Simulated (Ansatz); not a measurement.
Band structure of LaOF (P4/nmm, 6 atoms in the cell).

```yaml
crystal:
  lattice:
    - [3.97361, 0.00000, 0.00000]
    - [0.00000, 3.97361, 0.00000]
    - [0.00000, 0.00000, 5.67729]
  atoms:
    - { symbol: La, position: [0.50000, 0.00000, 0.71571] }
    - { symbol: La, position: [0.00000, 0.50000, 0.28429] }
    - { symbol: O, position: [0.00000, 0.00000, 0.50000] }
    - { symbol: O, position: [0.50000, 0.50000, 0.50000] }
    - { symbol: F, position: [0.50000, 0.50000, 0.00000] }
    - { symbol: F, position: [0.00000, 0.00000, 0.00000] }
```

Method of the run: PBEsol, PAW files made with PBE (plane waves; Ansatz, a program for electronic structure).

Settings: basis.ecutwfc = 30.9 Ry; kpoints.mp_grid.grid = 8 8 5; hamiltonian.xc = pbesol; hamiltonian.pseudopotentials = {kind: paw} (an earlier, softer set of the program's PAW files); scf.occupations.method = fixed; kpoints.band_path.npoints = 8.

The starting cell comes from a database of computed structures (which also holds hypothetical and non-ambient phases and stackings), without a prior relaxation at this level. Its lattice was rescaled by a random factor within 2.5 % of one.

Q: Predict the gap along the standard path and the places of the band edges.

A: The gap along the path is 4.75 eV, from a point between A and Z to a point between A and Z; the smallest direct gap on it is 4.84 eV.

Levels in eV from the top of the valence band on the path, bands 21 to 28:
| point | 21 | 22 | 23 | 24 | 25 | 26 | 27 | 28 |
|---|---|---|---|---|---|---|---|---|
| Γ | -1.37 | -1.29 | -0.45 | -0.45 | 5.18 | 5.24 | 5.39 | 5.73 |
| X | -1.37 | -1.37 | -0.43 | -0.43 | 5.09 | 5.09 | 5.80 | 5.80 |
| M | -0.68 | -0.68 | -0.31 | -0.31 | 4.92 | 4.92 | 5.48 | 5.48 |
| Z | -1.45 | -1.45 | -0.27 | -0.27 | 5.25 | 5.40 | 5.75 | 5.76 |
| R | -1.15 | -1.15 | -0.62 | -0.62 | 5.21 | 5.21 | 5.74 | 5.74 |
| A | -0.69 | -0.69 | -0.34 | -0.34 | 4.77 | 4.77 | 5.61 | 5.61 |

Keys are those of Ansatz 0.2.
